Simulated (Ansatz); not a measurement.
Ni3Ge (Pm-3m), PBEsol, DFPT electron-phonon coupling, linearised Boltzmann equation in Ansatz (a program for electronic structure): phonon-limited resistivity 35.3 μΩ·cm at 300 K, 42.1 μΩ·cm at 400 K.

Question: What is the classical skin depth at 100 GHz (nonmagnetic, μ₀ = 1.257×10⁻⁶ H/m)?

Answer: δ = √(ρ/(π f μ₀)) = 946 nm.

Question: What temperature coefficient of resistance follows, and how does it compare with 1/T?

Answer: (ρ₄₀₀ − ρ₃₀₀)/(100 K × ρ₃₀₀) = 1.93×10⁻³ K⁻¹, against 1/T = 3.33×10⁻³ K⁻¹ for a resistivity proportional to T. It lies lower, likely because thermal smearing samples bands that change quickly near the Fermi level.

A metal at this level (no band gap). Only scattering by harmonic phonons is included (no impurities, grain boundaries, electron-electron scattering or thermal expansion). Spin-orbit coupling is left out. Few carriers conduct, so the values hang on small band overlaps. The run warned that the eigensolver left some states short of its tolerance. Halving the electron mesh (24x24x24) moves the resistivity by up to 8 % at 300 K. Smearing 0.20 eV; phonons on a 4x4x4 q mesh, which this run doesn't test.

Treated as nonmagnetic (a ferromagnetic start lost its moment, other orders weren't tried): Ni3Ge (Pm-3m).
